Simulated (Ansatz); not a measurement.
## A computed series for Ti2AlN: pressure series

The reference is Ti2AlN (space group P6_3/mmc, No. 194; a = 2.964 Å, c = 13.534 Å; a cell from a computed database, its experimental status unchecked).

Cell and atoms are relaxed at each pressure.

The values are results of DFT with PBEsol, PAW potentials and a 420 eV plane-wave cutoff in Ansatz (a quantum-chemistry and plane-wave program), spin-orbit coupling left out, not measurements.

Notes on the quantities. enthalpy: H = E + PV relative to the base's energy.

```
case              shortest interatomic distance       enthalpy
----------------  -----------------------------  -------------
base                                    2.062 Å              –
pressure −2 GPa                         2.068 Å  -0.16 eV/atom
pressure −1 GPa                         2.065 Å  -0.08 eV/atom
pressure 0.3 GPa                        2.061 Å  +0.02 eV/atom
pressure 0.7 GPa                        2.060 Å  +0.06 eV/atom
pressure 1.5 GPa                        2.058 Å  +0.12 eV/atom
pressure 3 GPa                          2.054 Å  +0.24 eV/atom
pressure 5 GPa                              ___  +0.40 eV/atom
pressure 7.5 GPa                        2.042 Å  +0.59 eV/atom
pressure 10 GPa                         2.036 Å  +0.78 eV/atom
```

Task: Fill in the withheld entries from the trend.

Result: 
- pressure 5 GPa, shortest interatomic distance: 2.048 Å

Load acts through the strain it causes; cell and atoms are relaxed under it. No phonon test of stability was made. No other phases were tried under pressure. All final runs are without spin polarisation.
